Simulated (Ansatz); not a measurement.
Levels about the gap of amorphous Si30N42Be3 (75 atoms in a cell of 823 Å³, 2.94 g/cm³; zone centre alone, so wide bands show as single levels with stretches between that a denser mesh fills), at the geometry that PBE relaxed, where it gives -0.6 GPa on a denser mesh. The participation number counts the atoms over which a state spreads; weights are charges in smoothed Voronoi cells. The levels come from a single point, so bond lengths are those of that geometry. Method of the levels: PBE, scalar-relativistic without spin-orbit coupling (Ansatz, a program for electronic structure). Sampling: the zone centre alone; Fermi-Dirac width 0.02 eV; no spin polarisation. At PBE the levels at the filled edge of the gap are localised (band-tail or defect states), and the nearest spread-out levels lie 3.1 eV apart at the zone centre.

Preparation: random packing, a CHGNet melt and quench, and a DFT relaxation. N atoms were pushed apart under 1.9 Å during the dynamics, to hinder bonds among them. The hot cell started wider than the set density and was brought back towards it in steps. It is the lowest in DFT energy of 2 quenches. It is a model cell: composition and starting density were chosen by hand, and all elements were melted together. No dispersion term was used. Its density started from a set value of 2.94 and ended at 2.94 g/cm³. Cooling (nominally 450 K/ps over its main leg) ran many orders faster than in experiment, which tends to leave more defects and strain. One small periodic cell is one sample of the glass; other quenches scatter about these values. The volume was held where the preparation left it and the shape relaxed, at a PBE pressure of -0.6 GPa (tension). Stress components on the final sampling reach 0.6 GPa.

```csv
"E - E(highest filled), eV",filling,participation number,largest on,weight N,weight Si,weight Be
-0.77,filled,16.7,"N, 3 neighbours",0.89,0.10,0.01
-0.72,filled,26.4,"N, 3 neighbours",0.89,0.09,0.01
-0.64,filled,20.8,"N, 3 neighbours",0.89,0.09,0.02
-0.45,filled,9.7,"N, 3 neighbours",0.89,0.09,0.02
-0.38,filled,8.7,"N, 3 neighbours",0.89,0.09,0.03
-0.24,filled,8.0,"N, 3 neighbours",0.89,0.10,0.01
0.00,filled,3.8,"N, 3 neighbours",0.86,0.08,0.06
2.43,empty,20.7,"Si, 4 neighbours",0.47,0.51,0.02
2.84,empty,22.8,"Si, 4 neighbours",0.45,0.54,0.01
3.28,empty,24.7,"Si, 4 neighbours",0.44,0.54,0.01
3.36,empty,24.2,"Si, 4 neighbours",0.43,0.54,0.02
3.56,empty,34.2,"Si, 4 neighbours",0.45,0.54,0.01
3.73,empty,34.5,"Si, 4 neighbours",0.44,0.54,0.02
3.83,empty,40.5,"Si, 4 neighbours",0.46,0.53,0.02
```

Most localised among these is the filled level at +0.00 eV, on a N atom, which has 3 neighbours (Be 1.56 Å, Be 1.61 Å, Si 1.68 Å).
